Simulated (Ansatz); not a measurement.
## Effect of pressure 45 GPa on Cs2AgBiBr6

The parent structure is Cs2AgBiBr6 (space group Fm-3m, No. 225; a = 11.3430 Å).

The change: cell and atoms relaxed at a pressure of 45 GPa.

All numbers come from r2SCAN in Ansatz (plane waves to 500 eV, PAW, scalar-relativistic without spin-orbit coupling). Γ-centred 5×5×5 mesh, Fermi–Dirac width 0.05 eV.

```csv
quantity,base,changed,shift
density,4.83 g/cm³,7.97 g/cm³,+3.14 g/cm³
lattice parameter a,11.343 Å,9.601 Å,-1.742 Å
shortest interatomic distance,2.814 Å,2.330 Å,-0.484 Å
enthalpy H = E + PV relative to the base's energy,–,+7.45 eV/atom,–
band gap,1.67 eV,0.25 eV,-1.42 eV
gap character,"indirect, X → L","indirect, X → L",–
width of the top valence band,1.24 eV,3.31 eV,+2.065 eV
electron mass,"0.36 mₑ along k, 0.27 mₑ across (at L)","0.38 mₑ along k, 0.24 mₑ across (at L)",–
hole mass,"0.20 mₑ along k, 0.76 mₑ across (at X)","0.073 mₑ along k, 0.34 mₑ across (at X)",–
```

Final structure:

```xyz
10
Lattice="0.0000 4.8005 4.8005 4.8005 0.0000 4.8005 4.8005 4.8005 0.0000" Properties=species:S:1:pos:R:3 pbc="T T T"
Cs     2.4002     2.4002     2.4002
Cs     7.2007     7.2007     7.2007
Ag     4.8005     4.8005     4.8005
Bi     0.0000     0.0000     0.0000
Br     2.4706     4.8005     4.8005
Br     7.1304     4.8005     4.8005
Br     4.8005     2.4706     4.8005
Br     4.8005     7.1304     4.8005
Br     4.8005     4.8005     2.4706
Br     4.8005     4.8005     7.1304
```

Spin-orbit coupling, missing from the scalar runs, can matter with Bi. Load acts through the strain it causes; cell and atoms are relaxed under it. Effective masses come from finite differences of ±0.01 Å⁻¹. Along k means along the line from Γ to the band edge. Stability against distortions was not tested. No other phases were tried under pressure. The zero or small gap of Cs2AgBiBr6 under pressure 45 GPa can change with the level of theory.

Ansatz is an electronic-structure program.
